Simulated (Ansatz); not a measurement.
A computed series for CdSe: response to strain

The reference is CdSe in the wurtzite structure (space group P6_3mc, No. 186).

```yaml
crystal:
  lattice:
    - [4.24755, 0.00000, 0.00000]
    - [-2.12377, 3.67848, 0.00000]
    - [0.00000, 0.00000, 6.94096]
  atoms:
    - { symbol: Cd, position: [0.33333, 0.66667, 0.00031] }
    - { symbol: Cd, position: [0.66667, 0.33333, 0.50031] }
    - { symbol: Se, position: [0.33333, 0.66667, 0.37569] }
    - { symbol: Se, position: [0.66667, 0.33333, 0.87569] }
```

Cartesian axes are those of the cell as printed.

Strains are applied to the cell and any free atomic positions relax.

The values are results of LDA, PAW, 420 eV (Ansatz, a program for electronic structure; spin-orbit coupling left out), not measurements.

Notes on the quantities. pressure: mean of the normal stresses, compression positive.

```csv
case,band gap,electron mass,pressure,volume per atom,width of the top valence band
base,0.46 eV,0.047 mₑ (at Γ),0.00 GPa,27.11 Å³,1.88 eV
uniaxial strain ε_zz = +0.60 %,0.44 eV,0.046 mₑ (at Γ),-0.34 GPa,27.27 Å³,1.87 eV
uniaxial strain ε_zz = +1.20 %,0.41 eV,"0.046 mₑ along z, 0.044 mₑ across (at Γ)",-0.68 GPa,27.44 Å³,1.85 eV
uniaxial strain ε_zz = +1.80 %,0.39 eV,"0.046 mₑ along z, 0.042 mₑ across (at Γ)",-1.01 GPa,27.60 Å³,1.84 eV
uniaxial strain ε_zz = +2.40 %,0.36 eV,"0.046 mₑ along z, 0.041 mₑ across (at Γ)",-1.32 GPa,27.76 Å³,1.83 eV
uniaxial strain ε_zz = +3.00 %,0.34 eV,"0.045 mₑ along z, 0.039 mₑ across (at Γ)",-1.63 GPa,27.93 Å³,1.83 eV
```

Masses are band curvatures over ±0.01 Å⁻¹ around the edge. Whether these cells are dynamically stable was not tested.
